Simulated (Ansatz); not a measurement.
Structures of equal composition on the (111) surface of fcc Ir: a layer of Al in place of the second plane; a layer of Al in place of the third plane. The slabs share one bottom face, and each structure is named by its start. These are constructed structures in small cells; real faces may alloy, dewet or reconstruct in larger ones, and not all known structures of the face are among them. Slabs of about 11 Å, Fermi-Dirac smearing of 0.1 eV. Bottom of the slabs: a bare face, its two planes held. Relaxed from the named starts with such symmetry as they have, on meshes of like density; energies extrapolated to zero smearing; spin only where a row says so; no spin-orbit coupling, no U. Brackets mark spin-polarised runs, whose order is one that fits the cell.

Computed with PBE (plane waves to 420 eV, PAW; Ansatz, a program for electronic structure).

Problem. Order them by energy per 1x1 cell (lowest first) at the level PBE.

Solution. a layer of Al in place of the second plane (0.000 eV), a layer of Al in place of the third plane (0.664 eV)
